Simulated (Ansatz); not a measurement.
Results of LDA in Ansatz (PAW) for Cu3Ge (P6₃/mmc, No. 194, 8 atoms in the cell; start mp-1184021).

Run with plane-wave cutoff 520 eV, 12×12×14 k mesh (along the axes of the cell as run), Fermi–Dirac smearing 0.05 eV, no spin polarisation, scalar-relativistic PAW data made under PBE.

Cell (relaxed at this level):

```cif
data_Cu6Ge2
_chemical_formula_sum 'Cu6 Ge2'
_space_group_name_H-M_alt 'P 1'
_space_group_IT_number 1
_cell_length_a 5.15059
_cell_length_b 5.15059
_cell_length_c 4.11116
_cell_angle_alpha 90.000
_cell_angle_beta 90.000
_cell_angle_gamma 120.000
loop_
_space_group_symop_operation_xyz
  'x, y, z'
loop_
_atom_site_label
_atom_site_type_symbol
_atom_site_fract_x
_atom_site_fract_y
_atom_site_fract_z
_atom_site_occupancy
Cu1 Cu 0.32889 0.16445 0.75000 1
Cu2 Cu 0.67111 0.83555 0.25000 1
Cu3 Cu 0.16445 0.32889 0.25000 1
Cu4 Cu 0.83555 0.67111 0.75000 1
Cu5 Cu 0.83555 0.16445 0.75000 1
Cu6 Cu 0.16445 0.83555 0.25000 1
Ge1 Ge 0.66667 0.33333 0.25000 1
Ge2 Ge 0.33333 0.66667 0.75000 1
```

**Question.** What does this level give for the bulk modulus B0?

**Answer.** 
bulk modulus B0: 164 GPa

Note: the run has no spin polarisation, so it can have missed a magnetic state; the bulk modulus is −V dP/dV from two relaxed cells at ±2 % in volume; the relaxation could not lower the start's symmetry, so the cell can be a saddle point above a distorted one.

The result took very roughly 8 core-minutes.

A start named mp-… is a Materials Project structure, which need not be a measured phase.

Ansatz is a first-principles code.
